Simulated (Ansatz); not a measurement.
Start from BN in the h-BN type structure (space group P6_3/mmc, No. 194; layered, stacked along the Cartesian z axis).

```xyz
4
Lattice="2.4998 0.0000 0.0000 -1.2499 2.1649 0.0000 0.0000 0.0000 6.4129" Properties=species:S:1:pos:R:3 pbc="T T T"
B      0.0000     1.4433     1.6032
B      1.2499     0.7216     4.8097
N      0.0000     1.4433     4.8097
N      1.2499     0.7216     1.6032
```

Levels (all Ansatz, a first-principles code, PAW, earlier PAW set): PBEsol-D3(BJ) (420 eV, no spin-orbit coupling); HSE06 (420 eV, spin-orbit coupling left out).

Its gap is 4.08 eV with PBEsol-D3(BJ) and 5.49 eV with HSE06.

Modification: P takes the place of N on all its sites; the structure is relaxed again.

With PBEsol-D3(BJ) the gap becomes 0.34 eV.

Q: If the HSE06 correction stayed the same, what would the HSE06 gap be, and what does the HSE06 run give?

A: A rigid correction of +1.41 eV gives 1.75 eV. The HSE06 run gives 0.83 eV, so the correction itself changes by -0.92 eV.

Single points use the geometry relaxed with PBEsol-D3(BJ). HSE06 gaps are upper bounds (no full band path). Stability against distortions was not tested. As relaxed here, BP is a hypothetical phase, not in the database extracts checked.
